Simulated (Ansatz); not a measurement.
The reference is InSb in the zinc blende structure (space group F-43m, No. 216; a = 6.450 Å).

All numbers come from LDA (Ansatz, a quantum-chemistry and plane-wave program), scalar-relativistic without spin-orbit coupling.

For the base:

| Item | Result |
|---|---|
| Pressure | 0.0 GPa |
| Band gap | zero |

One thing is altered: the cell is scaled by 1.0300 in all directions; the atoms relax in the strained cell.

Q: How does this affect the energy relative to the base?

A: The energy grows by 35 meV/atom.

Q: How does this affect the pressure?

A: The pressure goes from zero to -3.3 GPa.

Q: What does the calculation give for the band gap after the change?

A: The band gap remains zero.

Spin-orbit coupling, missing from the scalar runs, can matter with Sb. No phonon test of stability was made. All final runs are without spin polarisation. The zero or small gap of InSb can change with the level of theory.
